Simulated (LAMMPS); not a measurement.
Molecular dynamics of Si (diamond structure), 1728 atoms, at 1010 K and 0 GPa, heated as the crystal.

All values are model results, not measurements: classical MD, pair style edip, file Si.edip (LAMMPS).

```
r (Å)   g(r)
-----  -----
1.980  0.000
2.020  0.002
2.060  0.012
2.100  0.077
2.140  0.220
2.180  0.665
2.220   1.49
2.260   2.74
2.300   4.24
2.340   5.21
2.380   5.19
2.420   4.16
2.460   2.63
2.500   1.34
2.540  0.520
2.580  0.175
2.620  0.039
2.660  0.013
2.700  0.001
2.740  0.000
2.780  0.000
2.820  0.000
2.860  0.000
2.900  0.000
2.940  0.000
2.980  0.000
3.020  0.000
3.060  0.000
3.100  0.000
3.140  0.000
3.180  0.000
3.220  0.001
3.260  0.001
3.300  0.005
3.340  0.010
3.380  0.021
3.420  0.053
3.460  0.107
3.500  0.190
3.540  0.392
3.580  0.652
3.620   1.04
3.660   1.61
3.700   2.19
3.740   2.86
3.780   3.37
3.820   3.69
3.860   3.65
3.900   3.36
3.940   2.87
3.980   2.27
4.020   1.63
4.060   1.13
4.100  0.769
4.140  0.578
4.180  0.518
4.220  0.605
4.260  0.791
4.300   1.06
4.340   1.39
4.380   1.77
4.420   2.06
4.460   2.28
4.500   2.36
4.540   2.30
4.580   2.10
4.620   1.83
4.660   1.45
4.700   1.11
4.740  0.786
4.780  0.515
4.820  0.335
4.860  0.184
4.900  0.113
4.940  0.068
4.980  0.046
5.020  0.051
5.060  0.066
5.100  0.109
5.140  0.168
5.180  0.251
5.220  0.339
5.260  0.460
5.300  0.565
5.340  0.685
5.380  0.744
5.420  0.784
5.460  0.784
5.500  0.744
5.540  0.683
5.580  0.639
5.620  0.594
5.660  0.619
5.700  0.706
5.740  0.835
5.780   1.04
5.820   1.21
5.860   1.35
5.900   1.45
5.940   1.45
5.980   1.34
6.020   1.16
```

Read from the full data:
- state found: crystal; no diffusion seen in 30 ps
- first peak of g(r): 2.36 Å, height 5.2
- coordination number: 4.00 (counted to 2.94 Å)
